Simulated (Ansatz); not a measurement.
Base system: YN in the rock salt structure (space group Fm-3m, No. 225; a = 4.856 Å).

It is then changed as follows: a hydrostatic pressure of 5 GPa.

Levels (all Ansatz, a program for electronic structure, PAW): PBEsol (420 eV, spin-orbit coupling left out); HSE06 (420 eV, scalar-relativistic without spin-orbit coupling).

The geometry is relaxed with PBEsol.

| Property | Result |
|---|---|
| PBEsol band gap | zero |

**Question.** What does HSE06 give at this geometry for the band gap?

**Answer.** The band gap changes from zero to 1.00 eV.

Single points use the geometry relaxed with PBEsol. HSE06 gaps are upper bounds (no full band path). Load acts through the strain it causes; cell and atoms are relaxed under it. No phonon test of stability was made. No other phases were tried under pressure. The base started in Pnma and relaxed to Fm-3m at this level. All final runs are without spin polarisation. Gaps under 0.05 eV, about the width of the smearing, are given as zero. A zero or small gap of YN can be the functional's error rather than a property of the material.
